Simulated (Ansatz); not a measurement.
The reference is Ti in the hcp (Mg type) structure (space group P6_3/mmc, No. 194; a = 2.901 Å, c = 4.591 Å).

Now apply this change: full substitution Ti → Zr; the structure is relaxed again.

Levels (all Ansatz, a quantum-chemistry and plane-wave program, PAW): PBEsol (420 eV, scalar-relativistic without spin-orbit coupling); r2SCAN (500 eV, no spin-orbit coupling).

The geometry is relaxed with PBEsol.

```
Property           Value
---------------  -------
PBEsol pressure  0.0 GPa
```

With r2SCAN at the same geometry, the pressure goes from zero to 4.6 GPa.

Single points use the geometry relaxed with PBEsol. Their cutoffs differ, which shifts pressures a little. No phonon test of stability was made. All final runs are without spin polarisation.
